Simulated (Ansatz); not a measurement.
A calculation on wurtzite BN (high-pressure phase) returned lattice constant a 2.549 Å, lattice parameter c 4.215 Å, cohesive energy 6.51 eV/atom.

For reference: lattice constant a 2.55 Å (measured, temperature not stated, not corrected to a static lattice; as tabulated in Doll et al. (2008), arXiv:0810.5476); lattice parameter c 4.2 Å (measured, temperature not stated, not corrected to a static lattice; as tabulated in Doll et al. (2008), arXiv:0810.5476).

Question: Which level of theory produced these numbers?
A. B3LYP (VWN-RPA form) (Ansatz, an electronic-structure program)
B. r²SCANh (Ansatz)
C. PBE (Ansatz)
D. HSE06 (Ansatz)

Answer: A, B3LYP (VWN-RPA form) (Ansatz)

The others give: r²SCANh 2.538 Å, 4.198 Å, 6.74 eV/atom; HSE06 2.535 Å, 4.191 Å, 6.83 eV/atom; PBE 2.555 Å, 4.224 Å, 6.92 eV/atom.

Unless a cell is named, each level is at its own relaxed cell (B3LYP (VWN-RPA form) 5.93, HSE06 5.83, PBE 5.97, r²SCANh 5.86 Å³/atom).

Ansatz's density-functional and Hartree–Fock values are scalar-relativistic unless marked +SOC, with PAW data made under PBE.
